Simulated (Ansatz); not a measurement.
# GaSe under a change: holes 1.0×10^22 cm⁻³

Consider GaSe (space group P6_3/mmc, No. 194; a = 3.7694 Å, c = 15.9642 Å; layered, stacked along the Cartesian z axis).

Perturbation: 1.96 holes added to each cell, a density of 1.0×10^22 cm⁻³, with a uniform compensating background at fixed cell and a 300 K Fermi–Dirac width.

Calculations: Ansatz (a first-principles code) PBE-D3(BJ), no spin-orbit coupling, earlier PAW set. k-mesh 14×14×3 (Γ-centred); smearing 0.0259 eV (Fermi–Dirac).

* **Gap between the host's bands**: 0.70 eV (base 0.87 eV)
* **Gap character**: direct at Γ (base direct at Γ)
* **Valley order (the lowest conduction-band minima on the path, energy above the VBM, named in the base's zone)**: Γ 0.70 eV; M (1/2, 0, 0) 1.09 eV; K (1/3, 1/3, 0) 1.95 eV (base Γ 0.87 eV; M (1/2, 0, 0) 1.02 eV; K (1/3, 1/3, 0) 1.43 eV)
* **Largest internal atomic displacement**: 0.078 Å
* **Fermi level relative to the doped band's edge (positive inside the band; to 0.05 eV)**: +1.40 eV

Charged cell with a jellium background: band edges are those of the host's band count, energies are not comparable with the neutral cell, and many-body gap narrowing is missing. No phonon test of stability was made.
